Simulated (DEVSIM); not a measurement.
Structure: Pd/HfO2/SiO2/n-Si capacitor, at 300 K.

Layer 1 from the left is HfO2, thickness (nm) 4.40. Layer 2 from the left is SiO2, thickness (nm) 0.830. Layer 3 from the left is Si, thickness (nm) 630, Nd (cm⁻³) 8.4e17.

Metal gate on the left, work function 5.2 eV. Fixed charge at the semiconductor interface 0 cm⁻² (in units of +e); interface traps 2.9e12 cm⁻² eV⁻¹, uniform in energy, neutral level at 0.5 of the gap above the valence band.

This is a model device: material constants are rounded textbook-type values typed into the input, and sizes, dopings and lifetimes were drawn at random. Values at 300 K.

HfO2: gap (eV) 5.7, affinity (eV) 2.5, permittivity 22. SiO2: gap (eV) 9, affinity (eV) 0.9, permittivity 3.9. Si: gap (eV) 1.124, affinity (eV) 4.05, permittivity 11.7, Nc (cm⁻³) 2.86e19, Nv (cm⁻³) 3.1e19.

Model (solved in DEVSIM): 1D Poisson equation in equilibrium, Boltzmann statistics, complete ionisation; no quantum confinement or tunnelling. Metal contacts follow the ideal Schottky-Mott rule: no Fermi-level pinning, no interface dipoles.

**Question.** What does the simulation give for the minimum of the low-frequency capacitance, the flat-band voltage?

**Answer.** minimum of the low-frequency capacitance 0.563 μF/cm²; flat-band voltage 1.16 V.
